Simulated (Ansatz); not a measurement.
The starting structures come from a database of crystals and need not be the phases stable at ambient conditions.

Tunnelling through a barrier is set by its complex band structure: the current falls as exp(−2κd) with the smallest κ.

Consider the following.

```
Ag2VAsO6
1.0
    6.53573     0.00000     0.00000
   -0.00405     6.53735     0.00000
    3.16883     0.21073     6.46864
V Ag As O
2 4 2 12
Direct
  0.88290   0.91930   0.72440
  0.11710   0.08070   0.27560
  0.88670   0.61590   0.24170
  0.11330   0.38410   0.75830
  0.37780   0.62720   0.28430
  0.62220   0.37280   0.71570
  0.34190   0.84740   0.80880
  0.65810   0.15260   0.19120
  0.39110   0.61840   0.68740
  0.60890   0.38160   0.31260
  0.22390   0.81200   0.07540
  0.77610   0.18800   0.92460
  0.59130   0.98960   0.72160
  0.40870   0.01040   0.27840
  0.16370   0.99550   0.74350
  0.83630   0.00450   0.25650
  0.99110   0.20280   0.50950
  0.00890   0.79720   0.49050
  0.78950   0.72950   0.90250
  0.21050   0.27050   0.09750
```

Space group of this cell: P-1. The cell is taken as given; by r2SCAN its mean pressure is -8.0 GPa.

Transport runs along the normal of the first two printed cell vectors.

The gap is the functional's own. No spin-orbit coupling. Mid-gap values are interpolated on the energy grid.

Give the band gap and the smallest decay constant κ at mid-gap that r2SCAN in Ansatz (a quantum-chemistry and plane-wave program) yields.

Gap 1.64 eV on a 6×6×6 mesh; κ = 0.321 1/Å, at the zone centre.
